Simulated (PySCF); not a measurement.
PySCF 2.14.0, unrestricted HF/def2-svp, df: Cd(Me) ([CH3][Cd]), charge 0, multiplicity 2, 5 atoms. The geometry is a generated start, not checked to be a minimum at this level.

```yaml
task: energy
method: hf
basis: def2-svp
two_electron_scheme: density fitting
mol.max_memory: 3000 MB
mf.max_cycle: 100
mf.init_guess: minao (default)
mf.DIIS: CDIIS (default)
mf.diis_space: 8 (default)
mf.conv_tol: 1e-09 (default)
effective_core_potentials: those of the basis set, past Kr
basis_functions: 60
```

```xyz
5

Cd    -1.5241    -0.9020    -1.2468
C      0.2012     0.1202     0.1648
H      0.7238    -0.6785     0.6874
H     -0.2861     0.7885     0.8718
H      0.8851     0.6718    -0.4773
```

Charge 0 and multiplicity 2 are set for this test and not shown to be the ground state.

One run each on 2 threads, 1 BLAS thread. Values of level_shift (Hartree) tried: 0 (default), 0.1, 0.3, 1.

How does the count of Fock builds change with level_shift (Hartree), and where is it least?

Fewest Fock builds, within one of each other: 0 (default) with 16, 0.1 with 17. The count rises to 43 at 1. All converge to one solution.

```
level_shift (Hartree)  Fock builds            end
---------------------  -----------  -------------
0 (default)                     16  same solution
0.1                             17  same solution
0.3                             22  same solution
1                               43  same solution
```
